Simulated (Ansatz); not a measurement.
Results of LDA (plane waves, PAW; Ansatz, a quantum-chemistry and plane-wave program) for BN (model structure, started from the SiC type, P3m1, No. 156, 20 atoms in the cell).

Run with plane-wave cutoff 520 eV, 18×18×2 k mesh (along the axes of the cell as run), Fermi–Dirac smearing 0.01 eV, scalar-relativistic PAW data made under PBE.

Cell (relaxed at this level):

```
BN
1.0
    2.52834     0.00000     0.00000
   -1.26417     2.18961     0.00000
    0.00000     0.00000    20.75258
B N
10 10
Direct
  0.00000   0.00000   0.19983
  0.00000   0.00000   0.40005
  0.33333   0.66667   0.29967
  0.00000   0.00000   0.60023
  0.33333   0.66667   0.99984
  0.33333   0.66667   0.70003
  0.66667   0.33333   0.90001
  0.00000   0.00000   0.80041
  0.66667   0.33333   0.10023
  0.66667   0.33333   0.49985
  0.33333   0.66667   0.77537
  0.33333   0.66667   0.07520
  0.00000   0.00000   0.67491
  0.00000   0.00000   0.27456
  0.66667   0.33333   0.17493
  0.66667   0.33333   0.57520
  0.00000   0.00000   0.47473
  0.66667   0.33333   0.97474
  0.33333   0.66667   0.37502
  0.00000   0.00000   0.87511
```

### Question
What does this level give for the band gap and Γ–Γ gap?

### Answer

band gap: 5.17 eV (on the SCF k mesh)
Γ–Γ gap: 8.63 eV

Note: the relaxation could raise the start's symmetry but not lower it, so the cell can be a saddle point.

A model structure was made by putting elements into a prototype or built by hand; it is no filed structure, need not be a known phase, and can be a saddle point held by its symmetry.
